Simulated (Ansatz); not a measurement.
The starting structures come from a database of crystals and need not be the phases stable at ambient conditions.

Tunnelling through a barrier is set by its complex band structure: the current falls as exp(−2κd) with the smallest κ.

Given:

```yaml
crystal:
  lattice:
    - [6.26199, 0.00000, 0.00000]
    - [2.08733, 9.48404, 0.00000]
    - [3.13099, 0.00000, 1.80768]
  atoms:
    - { symbol: Li, position: [0.50000, 0.50000, 0.00000] }
    - { symbol: Li, position: [0.06707, 0.79879, 0.00000] }
    - { symbol: Li, position: [0.93293, 0.20121, 0.00000] }
    - { symbol: Li, position: [0.32562, 0.02314, 0.00000] }
    - { symbol: Li, position: [0.67438, 0.97686, 0.00000] }
    - { symbol: N, position: [0.00000, 0.00000, 0.00000] }
    - { symbol: Cl, position: [0.78178, 0.65467, 0.00000] }
    - { symbol: Cl, position: [0.21822, 0.34533, 0.00000] }
```

Space group of this cell: R-3m. The cell is taken as given.

Transport runs along the normal of the first two printed cell vectors, the (110) plane of the conventional cell.

The gap is the functional's own. No spin-orbit coupling. Mid-gap values are interpolated on the energy grid.

Problem. Compute, with r2SCAN run with Ansatz (an electronic-structure program), the band gap and the smallest decay constant κ at mid-gap.

Solution. Gap 2.53 eV on a 16×16×16 mesh; κ = 0.298 1/Å, at the zone centre.
